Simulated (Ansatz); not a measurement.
The starting structures come from a database of crystals and need not be the phases stable at ambient conditions.

By PBEsol, the system below comes out a metal.

Without scattering a metal conducts by its projected Fermi surface.

Given:

```xyz
3
Lattice="2.8239 0.0000 0.0000 -1.4120 2.4456 0.0000 1.4120 0.8152 4.9021" Properties=species:S:1:pos:R:3 pbc="T T T"
Mo     1.4120     2.4456     3.5720
Mo     1.4120     0.8152     1.3301
N      0.0000     0.0000     0.0000
```

Space group of this cell: R-3m. The cell is strained (all lengths scaled by 0.98); by PBEsol its mean pressure is 14.4 GPa.

The current flows along the normal of the first two printed cell vectors, the (001) plane of the conventional cell. No spin-orbit coupling; the value is a mean over 0.1 eV about the Fermi level.

Problem. Estimate the ballistic conductance per area that Ansatz (an electronic-structure program) with PBEsol returns for this system.

Solution. 0.71 × 10¹⁵ S/m² for both spins.
